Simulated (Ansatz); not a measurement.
Base system: BeTe in the zinc blende structure (space group F-43m, No. 216; a = 5.604 Å).

Level of theory: Ansatz (a quantum-chemistry and plane-wave program) PBEsol, scalar-relativistic without spin-orbit coupling.

For the base:

The electron mass comes out as 1.4 mₑ along k, 0.25 mₑ across (at X) and the band gap comes out as 1.84 eV. The width of the top valence band is 3.30 eV and the smallest direct gap is 3.61 eV.

Modification: a negative pressure, −2 GPa.

**Question.** What does the calculation give for the electron mass after the change?

**Answer.** The electron mass goes from 1.4 mₑ along k, 0.25 mₑ across (at X) to 1.5 mₑ along k, 0.25 mₑ across (at X).

**Question.** How does this affect the band gap?

**Answer.** The band gap rises by 0.086 eV (1.84 eV → 1.92 eV).

**Question.** What happens to the width of the top valence band?

**Answer.** The width of the top valence band decreases by 0.17 eV to 3.13 eV.

**Question.** What happens to the smallest direct gap?

**Answer.** The smallest direct gap decreases by 0.03 eV (3.61 eV → 3.58 eV).

With Te present, leaving out spin-orbit coupling can change the band edges. Load acts through the strain it causes; cell and atoms are relaxed under it. Masses are band curvatures over ±0.01 Å⁻¹ around the edge. Along k means along the line from Γ to the band edge. No phonon test of stability was made.
